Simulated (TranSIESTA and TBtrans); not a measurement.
Run with TranSIESTA and TBtrans (open boundaries, self-consistent; PseudoDojo norm-conserving potentials, scalar-relativistic): PAO.BasisSize DZP, PAO.EnergyShift 0.15 eV, XC.Authors PBE, Mesh.Cutoff 200 Ry, ElectronicTemperature 300 K, TS.Voltage 0.0 eV, TBT.Elecs.Eta 0.001 eV, no spin polarisation.

Junction: Ga chain with one C atom inserted. Leads: straight Ga chain, spacing 2.422 Å. Geometry: 3 atoms about the centre moved by SIESTA (PBE, DZP) to a largest force of 0.02 eV/Å, all others as built, motion along the axis alone.

Task: Give the largest eigenchannel transmissions at the Fermi level (four at most) and the total.

Result: 0.72, 0.45, 0.45; total 1.63. The straight chain is held at its spacing; free chains may zigzag or dimerise. No spin-polarised start was tried, so a magnetic state, if there is one, is missed.
